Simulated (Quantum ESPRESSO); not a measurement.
# Quick settings and what they miss: MgZn3S4 (P-43m, 8 atoms in the cell)

Self-consistent single point.

```yaml
crystal:
  lattice:
    - [5.53880, 0.00000, 0.00000]
    - [0.00000, 5.53880, 0.00000]
    - [0.00000, 0.00000, 5.53880]
  atoms:
    - { symbol: Mg, position: [0.50000, 0.50000, 0.50000] }
    - { symbol: Zn, position: [0.00000, 0.00000, 0.50000] }
    - { symbol: Zn, position: [0.50000, 0.00000, 0.00000] }
    - { symbol: Zn, position: [0.00000, 0.50000, 0.00000] }
    - { symbol: S, position: [0.75633, 0.75633, 0.24367] }
    - { symbol: S, position: [0.75633, 0.24367, 0.75633] }
    - { symbol: S, position: [0.24367, 0.24367, 0.24367] }
    - { symbol: S, position: [0.24367, 0.75633, 0.75633] }
```

Method: PBEsol, GBRV 1.5 ultrasoft (PBESOL) pseudopotentials (plane waves; Quantum ESPRESSO).

Base settings: ecutwfc = 50 Ry; ecutrho = 250 Ry; occupations = fixed; potentials = {Mg: mg_pbesol_v1.4.uspp.F.UPF, Zn: zn_pbesol_v1.uspp.F.UPF, S: s_pbesol_v1.4.uspp.F.UPF}; K_POINTS = automatic 4 4 4 0 0 0; nbnd = 51; conv_thr = 1e-09 Ry; mixing_beta = 0.4.

Tight run (finer mesh or higher cutoff; not a proven limit): ecutwfc: 50 Ry → 70 Ry; ecutrho: 250 Ry → 350 Ry; conv_thr: 1e-09 Ry → 7.3e-11 Ry; K_POINTS: automatic 4 4 4 0 0 0 → automatic 6 6 6 0 0 0. It gave top of the valence band (on the code's own zero) 5.19 eV; gap on the k-point mesh 2.05 eV; pressure -3.90 GPa; largest force (vector length) 0.084 eV/Å.

Quick runs, as changes from the base:
- A: the base itself
- B: ecutwfc: 50 Ry → 30 Ry; ecutrho: 250 Ry → 150 Ry; K_POINTS: automatic 4 4 4 0 0 0 → automatic 6 6 6 1 1 1
- C: ecutwfc: 50 Ry → 30 Ry; ecutrho: 250 Ry → 150 Ry; occupations: fixed → smearing; nbnd: 51 → default; pseudopotentials: {Mg: mg_pbesol_v1.4.uspp.F.UPF, Zn: zn_pbesol_v1.uspp.F.UPF, S: s_pbesol_v1.4.uspp.F.UPF} → {Mg: mg_lda_v1.4.uspp.F.UPF, Zn: zn_lda_v1.uspp.F.UPF, S: s_lda_v1.4.uspp.F.UPF}; K_POINTS: automatic 4 4 4 0 0 0 → automatic 3 3 3 0 0 0; smearing: default → marzari-vanderbilt; degauss: default → 0.0099958 Ry [LDA (PZ)]
- D: ecutwfc: 50 Ry → 40 Ry; ecutrho: 250 Ry → 200 Ry; conv_thr: 1e-09 Ry → 7.3e-06 Ry; pseudopotentials: {Mg: mg_pbesol_v1.4.uspp.F.UPF, Zn: zn_pbesol_v1.uspp.F.UPF, S: s_pbesol_v1.4.uspp.F.UPF} → {Mg: mg_lda_v1.4.uspp.F.UPF, Zn: zn_lda_v1.uspp.F.UPF, S: s_lda_v1.4.uspp.F.UPF}; K_POINTS: automatic 4 4 4 0 0 0 → automatic 6 6 6 1 1 1 [LDA (PZ)]
- E: ecutwfc: 50 Ry → 25 Ry; ecutrho: 250 Ry → 125 Ry; occupations: fixed → smearing; nbnd: 51 → default; K_POINTS: automatic 4 4 4 0 0 0 → automatic 2 2 2 1 1 1; smearing: default → marzari-vanderbilt; degauss: default → 0.036749 Ry

Dashes: energy of C, D, another energy zero; time of C, E, under 30 s; pressure of D, not trusted under this conv_thr with d or f elements; gap of E, left out as unsure on this mesh or at this smearing.

Gaps are read on each run's own mesh, which may miss the band edges.

† marks runs with another functional, U, potentials or spin treatment: their distance from the tight run is not a convergence error alone.

The count of work is k-points × plane waves × bands × iterations; it is no time. Core times come from one kind of shared machine and are given to one figure; runs under 30 s give none.

The starting cell comes from a database of computed structures (which also holds hypothetical and non-ambient phases and stackings), without a prior relaxation at this level. Its lattice was rescaled by a random factor within 2.5 % of one. In the base run, with a pressure of about -4 GPa the cell is away from its equilibrium volume at this level.

| run | energy less tight (meV/atom) | pressure less tight (GPa) | largest miss in a force vector (eV/Å) | gap on the mesh less tight (eV) | count of work / tight | core time / tight (rough) |
|---|---|---|---|---|---|---|
| A | 5.7 | -0.08 | 0.001 | 0.000 | 0.26 | 0.3 |
| B | 307.9 | -19.80 | 0.011 | 0.514 | 0.11 | 0.1 |
| C† | – | -21.78 | 0.027 | -0.102 | 0.042 | – |
| D† | – | – | 0.030 | 0.388 | 0.094 | 0.1 |
| E | 2184.0 | -97.45 | 0.069 | – | 0.0080 | – |

Among the runs at the tight run's level, the energy misses run from 5.7 to 2184.0 meV/atom.

Left out of this page: 1 run of the series outside the window shown, repeating another row's setting, or not comparable.
